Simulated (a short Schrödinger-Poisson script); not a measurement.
System: MOS inversion layer, SiO2 on p-type Si(100), at 300 K.

| layer | material | thickness (nm) | Na (cm⁻³) |
|---|---|---|---|
| 1 | SiO2 | 2.7 | - |
| 2 | Si | 1200 | 1.2e17 |

Constants are typed, rounded textbook-type inputs, not results; the design itself was drawn at random and stands for no fabricated device. SiO2: permittivity 3.9, conduction-band edge (eV) 3.15, gap (eV) 9, electron mass (mₑ) 0.5. Si: permittivity 11.7, conduction-band edge (eV) 0, gap (eV) 1.124, Nv at 300 K (cm⁻³) 3.1e19.

Channel valleys (confinement mass, in-plane density-of-states mass, number): Δ2 0.916, 0.19, 2; Δ4 0.19, 0.417, 4. At the gate the conduction-band edge of layer 1 lies 3.51 eV − eVg above the Fermi level of the channel; the field vanishes at the back. Gaps are held at their typed values at every temperature. Mesh 0.03 nm at interfaces.

From a short Schrödinger-Poisson script (our own, NumPy): 1D Poisson equation in equilibrium, electrons quantum, Hartree (BenDaniel-Duke, 12 states a valley, the channel's in-plane mass for all, wave functions free to enter the dielectric), parabolic valleys, classical holes, full ionisation, no traps, pinning or gate leakage.

The same stack at other levels of the model or other numerical settings:

```tsv
run	sheet density of all electrons at Vg = 2 V (cm⁻²)	sheet density of all electrons at Vg = 0.8 V (cm⁻²)	capacitance at Vg = 2 V (μF/cm²)	centroid of the channel electrons at Vg = 2 V (nm)	rough cost against the base
base	9.97e12	1.85e12	1.13	1.56	about 1
electrons treated as classical, Boltzmann	1.13e13	2.28e12	1.24	(withheld)	0.02
electrons treated as classical, Fermi-Dirac	(withheld)	2.24e12	1.19	0.74	0.2
mesh six times as coarse	9.95e12	1.84e12	1.13	1.57	0.2
one subband a valley	9.96e12	1.83e12	1.13	(withheld)	0.4
```

Question: Complete the blanks.

Answer: 
- electrons treated as classical, Boltzmann, centroid of the channel electrons at Vg = 2 V (nm): 0.54
- electrons treated as classical, Fermi-Dirac, sheet density of all electrons at Vg = 2 V (cm⁻²): 1.10e13
- one subband a valley, centroid of the channel electrons at Vg = 2 V (nm): 1.49

The classical rows ignore confinement, and Boltzmann statistics overrate the density once the band edge passes the Fermi level.
